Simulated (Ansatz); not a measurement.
Given:

```xyz
6
Lattice="-1.8965 1.8965 4.8244 1.8965 -1.8965 4.8244 1.8965 1.8965 -4.8244" Properties=species:S:1:pos:R:3 pbc="T T T"
Ti     0.0000     0.0000     4.8244
Ti     1.8965     0.0000     2.4122
O      0.0000     0.0000     2.8265
O      1.8965     0.0000     0.4142
O      1.8965     0.0000     4.4102
O      0.0000     0.0000     6.8224
```

No spin polarisation.

The values are results of PBE (Ansatz, a quantum-chemistry and plane-wave program, PAW, scalar-relativistic without spin-orbit coupling), earlier PAW set, not measurements. Settings: 12×12×12 k-points, 0.05 eV Fermi–Dirac smearing.

### Question
Predict the gap character, band gap, smallest direct gap and width of the top valence band.

### Answer
- Gap character: indirect, Γ–X (87 % along) → Γ
- Band gap: 2.12 eV
- Smallest direct gap: 2.44 eV
- Width of the top valence band: 0.85 eV

Load acts through the strain it causes; cell and atoms are relaxed under it. Stability against distortions was not tested. All final runs are without spin polarisation. The cell was made from TiO2 in the anatase structure (space group I4_1/amd, No. 141) by this change: pressure 1.5 GPa.
